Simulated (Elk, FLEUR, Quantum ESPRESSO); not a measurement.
# Code comparison for CeFe₂ (Fd-3m, 6 atoms in the cell)

Self-consistent single point, at a second geometry (lattice scaled by 0.98). First geometry:

```xyz
6
Lattice="-3.6752 0.0000 3.6752 0.0000 3.6752 3.6752 -3.6752 3.6752 0.0000" Properties=species:S:1:pos:R:3 pbc="T T T"
Ce    -1.8376     1.8376     1.8376
Ce     0.0000     0.0000     0.0000
Fe    -2.7564     2.7564     4.5941
Fe    -4.5941     2.7564     2.7564
Fe    -4.5941     4.5941     4.5941
Fe    -2.7564     4.5941     2.7564
```
Moments meant for the start (each program seeds them in its own way; μB, in the order of the atoms Ce Ce Fe Fe Fe Fe): 1.0 1.0 4.0 4.0 4.0 4.0.

Shared settings, as Quantum ESPRESSO writes them: occupations = smearing; smearing = fermi-dirac; degauss = 0.0073499 Ry; nspin = 2; K_POINTS = automatic 4 4 4 0 0 0. Potentials and cutoffs stand in the table.

| code | model | ΔF from the first geometry (meV/atom) | size of the net moment (μB/atom) | cutoff |
|---|---|---|---|---|
| Quantum ESPRESSO | PBEsol, SSSP 1.1.2 efficiency (PBE) pseudopotentials | -49.5 | 0.78 | 75 Ry |
| Elk | PBEsol, all-electron FP-LAPW, Elk's shipped species files, default APW+lo basis | -61.8 | 0.78 | default |
| FLEUR | PBEsol, all-electron FLAPW (FLEUR), scalar-relativistic valence | -48.1 | 0.78 | Kmax 3.8 1/bohr |

On Quantum ESPRESSO's run: spin-orbit coupling is off. The magnetic order is the one reached from the typed start; others were not searched systematically. With U or open f shells several self-consistent states can exist. The f electrons are in the valence without U or exact exchange, which can misplace them near the Fermi level. Spin-orbit terms, which matter for f shells, are left out.

The spread over the programs that give each value: ΔF from the first geometry within 13.7 meV/atom; size of the net moment within 0.00 μB/atom.

Elk and FLEUR treat all electrons, but the usual bases taken here (sphere radii, linearisation, local orbitals, empty states) were not tested for convergence, so the values are no reference for the others.

The starting cell comes from a database of computed structures (which also holds hypothetical and non-ambient phases and stackings), without a prior relaxation at this level. For this run, on top of that: lattice scaled by 0.98.

Left out of this page: Ansatz (with a known weakness of the program).
